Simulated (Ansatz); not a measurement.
WS2: response to strain

The reference is WS2 in the 2H-MoS2 type structure (space group P6_3/mmc, No. 194; layered, stacked along the Cartesian z axis).

```
WS2
1.0
    3.11489     0.00000     0.00000
   -1.55745     2.69758     0.00000
    0.00000     0.00000    11.77332
W S
2 4
Cartesian
  0.00000   1.79838   2.94333
  1.55745   0.89919   8.82999
  0.00000   1.79838   7.25777
  1.55745   0.89919   1.37111
  1.55745   0.89919   4.51555
  0.00000   1.79838  10.40221
```

Cartesian axes are those of the cell as printed.

Strains are applied to the cell and any free atomic positions relax; under stress the whole cell relaxes.

Calculations: DFT with PBEsol-D3(BJ), PAW potentials and a 420 eV plane-wave cutoff in Ansatz (an electronic-structure program), scalar-relativistic without spin-orbit coupling, earlier PAW set.

Candidates:
(a) uniaxial strain ε_yy = +0.93 %
(b) uniaxial stress, 8 GPa tension along x
(c) strain tensor (xx, yy, zz, yz, xz, xy) = (−1.23, −0.21, +0.67, +0.41, −0.79, +1.04) %

Notes on the quantities. energy relative to the base: free energy F.

Problem. Order them by energy relative to the base, highest first.

Solution. (b) uniaxial stress, 8 GPa tension along x (+15 meV/atom), (c) strain tensor (xx, yy, zz, yz, xz, xy) = (−1.23, −0.21, +0.67, +0.41, −0.79, +1.04) % (+5.6 meV/atom), (a) uniaxial strain ε_yy = +0.93 % (+1.2 meV/atom)

Stability under load was not tested beyond the relaxation.
